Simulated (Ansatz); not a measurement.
MgS (F-43m, No. 216, 2 atoms in the cell; start mp-13032; metastable phase), treated with r²SCAN0 (Ansatz, a program for electronic structure, PAW).

Run with plane-wave cutoff 520 eV, 8×8×8 k mesh, Fermi–Dirac smearing 0.01 eV, scalar-relativistic PAW data made under PBE.

The cell is the one relaxed with PBEsol. Conventional cell: a = 5.6516 Å, b = 5.6516 Å, c = 5.6516 Å, α = 90.00°, β = 90.00°, γ = 90.00°.

```
MgS
1.0
    0.00000     2.82578     2.82578
    2.82578     0.00000     2.82578
    2.82578     2.82578     0.00000
Mg S
1 1
Direct
  0.00000   0.00000   0.00000
  0.75000   0.75000   0.75000
```

Q: List the 5 lowest band energies at Γ above −25 eV (eV, relative to the valence band maximum), grouping those that round alike.

A: At Γ: -12.78, 0.00 (×3), 5.63.

Note: the run warned that its exchange threshold was loose for the stress.

A start named mp-… is a Materials Project structure, which need not be a measured phase.
